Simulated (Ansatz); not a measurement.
Calculation: PBE (plane waves to 420 eV, PAW; Ansatz, a program for electronic structure).

Planar average of the electrostatic potential across the slab, in eV from the Fermi level, for a constructed model of the (0001) surface of hcp Os, a layer of Re in place of the second plane (bottom of the slab: a bare face, its two planes held):

(z (Å), V (eV)): (3.66, 5.34); (3.94, 5.34); (4.22, 5.34); (4.50, 5.33); (4.78, 5.33); (5.06, 5.31); (5.34, 5.27); (5.62, 5.19); (5.91, 5.02); (6.19, 4.67); (6.47, 3.95); (6.75, 2.45); (7.03, -0.77); (7.31, -7.58); (7.59, -15.43); (7.87, -20.54); (8.16, -20.80); (8.44, -16.13); (8.72, -8.68); (9.00, -3.07); (9.28, -3.99); (9.56, -10.72); (9.84, -17.96); (10.12, -21.76); (10.41, -20.50); (10.69, -14.76); (10.97, -7.21); (11.25, -3.10); (11.53, -6.11); (11.81, -13.46); (12.09, -19.73); (12.37, -21.79); (12.66, -18.69); (12.94, -11.82); (13.22, -4.69); (13.50, -2.54); (13.78, -7.00); (14.06, -14.57); (14.34, -20.29); (14.62, -21.44); (14.91, -17.43); (15.19, -10.15); (15.47, -3.64); (15.75, -2.74); (16.03, -8.37); (16.31, -17.42); (16.59, -23.73); (16.87, -24.47); (17.16, -19.34); (17.44, -10.66); (17.72, -4.24); (18.00, -5.50); (18.28, -12.23); (18.56, -18.74); (18.84, -21.36); (19.12, -18.72); (19.41, -12.06); (19.69, -4.23); (19.97, 0.76); (20.25, 2.90); (20.53, 3.92); (20.81, 4.41); (21.09, 4.65); (21.37, 4.76); (21.66, 4.82); (21.94, 4.85); (22.22, 4.86); (22.50, 4.87); (22.78, 4.87); (23.06, 4.87); (23.34, 4.87)

Set-up: 6 atoms, 11.0 Å thick at the start; mesh 16x16x1; 0.1 eV smearing; dipole correction on; 2 atoms held, the rest relaxed; held to the start's symmetry, so lower structures may exist; no spin, no spin-orbit, no U. It is one candidate, not shown to be the stable structure of the face.

**Question.** The surface cell has an area of 6.57 Å². What dipole along the normal does the step between the two vacuum levels imply?

**Answer.** the top vacuum level lies 0.47 eV below the bottom one; p = −ε₀ A ΔV (ε₀ = 0.005526 e/(V·Å)) gives 0.02 e·Å a cell.
